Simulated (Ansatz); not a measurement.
# BaAlHO2 (model structure, started from the SrVO2H type, P4/mmm, No. 123, 5 atoms in the cell): band gap by level of theory

No measured value is used here.

### Question
Put these levels in order of the band gap that they give for BaAlHO2 (model structure, started from the SrVO2H type, P4/mmm, No. 123, 5 atoms in the cell), smallest first: G0W0@PBEsol+SOC (Ansatz, a quantum-chemistry and plane-wave program), HSE06+SOC (Ansatz), PBEsol+SOC (Ansatz).

### Answer
PBEsol+SOC (2.64 eV), HSE06+SOC (4.32 eV), G0W0@PBEsol+SOC (4.73 eV)

Computed values are for a static lattice.  G0W0@PBEsol+SOC: spin–orbit coupling enters as the shift of the gap found with a semilocal functional. Values are at the PBEsol cell. Cutoffs and k meshes differ between the levels. Ansatz's density-functional and Hartree–Fock values are scalar-relativistic unless marked +SOC, with PAW data made under PBE.

A model structure was made by putting elements into a prototype or built by hand; it is no filed structure, need not be a known phase, and can be a saddle point held by its symmetry.
